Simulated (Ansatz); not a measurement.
Seebeck coefficient (μV/K, mean over directions) of p-type La$_{2}$Zr$_{2}$O$_{7}$ (Fd-3m) against carrier density, PBEsol, rigid bands run with Ansatz (a first-principles code). Computed gap 3.89 eV; densities at which minority carriers matter at this gap, or further valleys turn the trend, are left out. Conductivity mass 1.75 mₑ (harmonic mean over directions), N_v = 2.6e20 cm⁻³ at 300 K.

```
hole density  300 K  500 K
------------  -----  -----
1e16 cm⁻³      1121   1184
1e17 cm⁻³       923    985
1e18 cm⁻³       724      …
3e18 cm⁻³       630      …
1e19 cm⁻³       526    589
3e19 cm⁻³         …    494
1e20 cm⁻³       332    391
3e20 cm⁻³       245    298
1e21 cm⁻³       156    198
```

Q: Fill in the missing entries.

A: 
- 1e18 cm⁻³, 500 K: 787
- 3e18 cm⁻³, 500 K: 692
- 3e19 cm⁻³, 300 K: 433

Rigid bands with a gap fixed in temperature, one relaxation time for all states, no polarons or phonon drag, and whether or not such doping can be reached. Spin-orbit coupling is left out; where it splits the top of the valence band, N_v and the p-type Seebeck coefficient come out somewhat high without it.

Formula and space group known from diffraction (Crystallography Open Database), not checked to be the room-temperature form: La2Zr2O7 (Fd-3m).
